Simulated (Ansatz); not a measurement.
The starting structures come from a database of crystals and need not be the phases stable at ambient conditions.

Inside the gap of an insulator the Bloch states are evanescent, with a wavenumber k + iκ along the transport direction.

Consider the following.

```
CELL_PARAMETERS angstrom
      3.95063     0.00000     0.00000
      0.00000    15.51355     0.00000
      0.00000     0.00000     3.95063
ATOMIC_POSITIONS crystal
  Cs 0.50000 0.50000 0.50000
  Ca 0.50000 0.14811 0.50000
  Ca 0.50000 0.85189 0.50000
  Ta 0.00000 0.00000 0.00000
  Ta 0.00000 0.72456 0.00000
  Ta 0.00000 0.27544 0.00000
  O  0.00000 0.39136 0.00000
  O  0.00000 0.60864 0.00000
  O  0.00000 0.24875 0.50000
  O  0.00000 0.75125 0.50000
  O  0.50000 0.24875 0.00000
  O  0.50000 0.75125 0.00000
  O  0.50000 0.00000 0.00000
  O  0.00000 0.00000 0.50000
  O  0.00000 0.87304 0.00000
  O  0.00000 0.12696 0.00000
```

Space group of this cell: P4/mmm. The cell is taken as given; by r2SCAN its mean pressure is -4.9 GPa.

Transport runs along the normal of the first two printed cell vectors, the (100) plane of the conventional cell.

The gap is the functional's own. No spin-orbit coupling. Mid-gap values are interpolated on the energy grid.

### Question
Estimate the band gap and the smallest decay constant κ at mid-gap that r2SCAN in Ansatz (a quantum-chemistry and plane-wave program) returns for this system.

### Answer
Gap 2.64 eV on a 8×2×8 mesh; κ = 0.271 1/Å, at the zone centre.
